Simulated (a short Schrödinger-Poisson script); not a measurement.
Stack: symmetric double-gate stack, SiO2 on p-type GaN, at 300 K.

```csv
layer,material,thickness (nm),Na (cm⁻³)
1,SiO2,2.7,-
2,GaN,2,4e17
3,SiO2,2.7,-
```

Constants are typed, rounded textbook-type inputs, not results; the design itself was drawn at random and stands for no fabricated device. SiO2: permittivity 3.9, conduction-band edge (eV) 3.2, gap (eV) 9, electron mass (mₑ) 0.5. GaN: permittivity 9.5, conduction-band edge (eV) 0, gap (eV) 3.43, Nv at 300 K (cm⁻³) 4.6e19.

Channel valleys (confinement mass, in-plane density-of-states mass, number): Γ 0.2, 0.2, 1. At the gates, both at one voltage, the conduction-band edge of layer 1 lies 3.23 eV − eVg above the Fermi level of the channel. Gaps are held at their typed values at every temperature. Mesh 0.03 nm at interfaces.

Solved with a short Schrödinger-Poisson script written for these runs: 1D Poisson equation in equilibrium, electrons classical, Boltzmann, parabolic valleys, classical holes, full ionisation, no traps, pinning or gate leakage.

The same stack at other levels of the model or other numerical settings:

```tsv
run	sheet density of all electrons at Vg = 1.5 V (cm⁻²)	capacitance of both gates at Vg = 1.5 V (μF/cm²)	gate voltage at 1e11 electrons/cm² (V)	rough cost against the base
base	2.11e13	2.46	0.00	about 1
electrons treated as classical, Fermi-Dirac	?	2.01	0.01	2
electrons treated as quantum, Hartree	1.24e13	2.00	0.44	5
electrons treated as quantum, Hartree plus LDA exchange-correlation	?	?	0.42	10
mesh six times as coarse	2.09e13	2.43	0.01	about 1
```

Problem. Fill in the missing entries.

Solution. 
- electrons treated as quantum, Hartree plus LDA exchange-correlation, sheet density of all electrons at Vg = 1.5 V (cm⁻²): 1.33e13
- electrons treated as quantum, Hartree plus LDA exchange-correlation, capacitance of both gates at Vg = 1.5 V (μF/cm²): 2.04
- electrons treated as classical, Fermi-Dirac, sheet density of all electrons at Vg = 1.5 V (cm⁻²): 1.69e13

The classical rows ignore confinement, and Boltzmann statistics overrate the density once the band edge passes the Fermi level.

In real p-type GaN the Mg acceptor is only partly ionised, and so wide a gap doesn't supply an inversion layer without source and drain.
